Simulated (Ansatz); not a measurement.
An ideal cubic perovskite cell is held by its symmetry; such compounds can tilt or shift off centre at room temperature. Cells marked so need not be the phases stable at ambient conditions, and some may be hypothetical.

 Where the default PAW files enter, the runs use the earlier of Ansatz's two default sets.

The gap is the functional's own. No spin-orbit coupling. Mid-gap values are interpolated on the energy grid.

A. BaCdSbF (P4/nmm, not sure to be the ambient phase, 8 atoms a cell, 26.3 Å³ an atom), along the normal of (100)
B. SrAgSF (P4/nmm, not sure to be the ambient phase, 8 atoms a cell, 19.3 Å³ an atom, -2 GPa at this level), along the normal of (100)
C. Cs₃Sb (Fm-3m, not sure to be the ambient phase, 4 atoms a cell, 49.4 Å³ an atom), along the normal of (111)
D. MgI₂ (P-3m1, CdI2 type, not sure to be the ambient phase, 3 atoms a cell, 33.5 Å³ an atom), along the normal of (100)
E. CsCaBr$_{3}$ (Pm-3m, cubic perovskite, not sure to be the ambient phase, 5 atoms a cell, 37.2 Å³ an atom), along the normal of (111)

**Question.** Order them by mid-gap decay constant of the slowest evanescent state (highest first) at the level r2SCAN in Ansatz (a quantum-chemistry and plane-wave program).

**Answer.** E (0.35 1/Å), D (0.26 1/Å), B (0.18 1/Å), C (0.15 1/Å), A (0.09 1/Å)
